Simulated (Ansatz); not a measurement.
**Nb under a change: isotropic strain −1.00 %**

Base system: Nb in the bcc (W type) structure (space group Im-3m, No. 229; a = 3.248 Å; relaxed with 0.1 eV smearing).

Now apply this change: every lattice vector is shortened by 1.00 %; the atoms relax in the strained cell.

Level of theory: LDA in Ansatz (plane waves to 420 eV, PAW, no spin-orbit coupling). Γ-centred 28×28×28 mesh, Fermi–Dirac width 0.1 eV.

The volume per atom falls by 0.51 Å³, from 17.14 Å³ to 16.63 Å³ and the energy increases by 9.4 meV/atom. The pressure goes from zero to 6.0 GPa and the band gap stays zero.

Stability against distortions was not tested. All final runs are without spin polarisation.

Ansatz is a quantum-chemistry and plane-wave program.
